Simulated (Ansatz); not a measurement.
Related cells compared by their size of the site moment on Ru.

Cell A: a sheet of composition Ru2, 2 atoms, hexagonal cell of 3.96 Å (13.6 Å²), symmetry P6/mmm, 0.0 Å thick under 16 Å of vacuum, in-plane vectors relaxed; planes from bottom to top: Ru2, all atoms in one plane; a model cell; spin state with PBE: no moments, k-point mesh 18×18×1.
```
CELL_PARAMETERS angstrom
      3.96334     0.00000     0.00000
     -1.98167     3.43235     0.00000
      0.00000     0.00000    16.00000
ATOMIC_POSITIONS crystal
  Ru 0.33333 0.66667 0.50000
  Ru 0.66667 0.33333 0.50000
```

Cell B: a sheet of composition Ru, 1 atom, square cell of 2.38 Å (5.7 Å²), symmetry P4/mmm, 0.0 Å thick under 16 Å of vacuum, in-plane vectors relaxed; planes from bottom to top: Ru; a model cell; spin state with PBE: no moments, k-point mesh 24×24×1.
```xyz
1
Lattice="2.3810 0.0000 0.0000 0.0000 2.3810 0.0000 0.0000 0.0000 16.0000" Properties=species:S:1:pos:R:3 pbc="T T T"
Ru     0.0000     0.0000     8.0000
```

Cell C: a sheet of composition Ru, 1 atom, hexagonal cell of 2.54 Å (5.6 Å²), symmetry P6/mmm, 0.0 Å thick under 16 Å of vacuum, in-plane vectors relaxed; planes from bottom to top: Ru; a model cell; spin state with PBE: net moment 1.0 μB a cell, k-point mesh 30×30×1.
```
Ru
1.0
    2.54226     0.00000     0.00000
   -1.27113     2.20167     0.00000
    0.00000     0.00000    16.00000
Ru
1
Cartesian
  0.00000   0.00000   8.00000
```

Plane-wave PAW calculations with Ansatz (a quantum-chemistry and plane-wave program), its PAW set soft_1, cutoff 420 eV. The structures are at rest with PBE. Neutral cells; Fermi-Dirac smearing of at most 0.10 eV in the solids, energies taken to zero width. No search over spin orders was made beyond those shown. A dispersion term ran beside these levels; it doesn't touch the electrons. Spin density integrated in a sphere around each atom; mean over the atoms, with the range where they differ.

Values (μB):

| cell | PBE |
|---|---|
| A | 0.00 |
| B | 0.00 |
| C | 0.77 |

With PBE the value is lowest for A and B and highest for C.
